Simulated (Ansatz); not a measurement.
## Effect of biaxial strain +1.80 %, plane normal [001], relaxed out of plane on MoTe2

Base system: MoTe$_{2}$ (space group P6_3/mmc, No. 194; a = 3.497 Å, c = 13.696 Å; layered, stacked along the Cartesian z axis). Axes: x lies along a and z along c of the hexagonal cell.

It is then changed as follows: biaxial strain +1.80 %, plane normal [001], relaxed out of plane (Cartesian); in-plane vectors clamped, the third vector and the atoms free.

Level of theory: Ansatz (a first-principles code), PBE-D3(BJ), PAW, cutoff 420 eV, scalar-relativistic without spin-orbit coupling. Γ-centred 11×11×3 mesh, Fermi–Dirac width 0.05 eV.

```json
[
 {"quantity": "volume per atom", "base": "24.17 Å³", "changed": "24.84 Å³", "shift": "+0.67 Å³"},
 {"quantity": "shortest interatomic distance", "base": "2.716 Å", "changed": "2.728 Å", "shift": "+0.012 Å"},
 {"quantity": "pressure (mean of the normal stresses, compression positive)", "base": "0.0 kbar", "changed": "-17.7 kbar", "shift": "-17.64 kbar"},
 {"quantity": "band gap", "base": "0.60 eV", "changed": "0.53 eV", "shift": "-0.077 eV"},
 {"quantity": "smallest direct gap", "base": "1.03 eV", "changed": "0.94 eV", "shift": "-0.09 eV"},
 {"quantity": "width of the top valence band", "base": "1.03 eV", "changed": "1.19 eV", "shift": "+0.16 eV"},
 {"quantity": "valence-band top at Γ (three highest levels, from the VBM)", "base": "0.00, -0.18, -1.01 eV", "changed": "0.00, -0.07, -1.12 eV", "shift": "–"},
 {"quantity": "out-of-plane strain", "base": "–", "changed": "-0.82 %", "shift": "–"},
 {"quantity": "ratio −ε⊥/ε∥", "base": "–", "changed": "0.45", "shift": "–"}
]
```

Spin-orbit coupling, missing from the scalar runs, can matter with Te. Stability against distortions was not tested. The D3 term's C6 switches between coordination references near this geometry, which can add small steps to energies.
